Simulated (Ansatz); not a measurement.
## Ir: thickness series

Consider Ir in the fcc (Cu type) structure (space group Fm-3m, No. 225; a = 3.844 Å). Axes: x, y, z lie along the cube axes.

Free-standing slabs (1 atom(s) a layer) normal to [111] with 15 Å of vacuum; in-plane cell held at bulk.

Level of theory: r2SCAN (Ansatz, a first-principles code), scalar-relativistic without spin-orbit coupling.

Notes on the quantities. excess energy per area of both faces: slab less bulk energy over the cell's area: twice a surface energy; uncertain by up to 0.2 J/m²; layer's space group: with vacuum.

```tsv
change	excess energy per area of both faces	layer's space group	thickness between the outermost nuclei	shortest interatomic distance
base	–	–	–	5.137 bohr
1 layer	–	P6/mmm (No. 191)	–	5.137 bohr
2 layers	5.10 J/m²	P-3m1 (No. 164)	2.13 Å	4.998 bohr
3 layers	5.1 J/m²	P-3m1 (No. 164)	4.32 Å	5.044 bohr
4 layers	5.0 J/m²	P-3m1 (No. 164)	6.54 Å	5.065 bohr
5 layers	5.1 J/m²	P-3m1 (No. 164)	8.78 Å	5.065 bohr
6 layers	5.1 J/m²	P-3m1 (No. 164)	10.99 Å	(withheld)
7 layers	5.0 J/m²	P-3m1 (No. 164)	13.20 Å	5.057 bohr
```

Question: What belongs in the blanks?

Answer: 
- 6 layers, shortest interatomic distance: 5.059 bohr

Slab and bulk use different k-meshes, which limits the precision of the excess energy. Stability against distortions was not tested. The final runs are not spin-polarised.
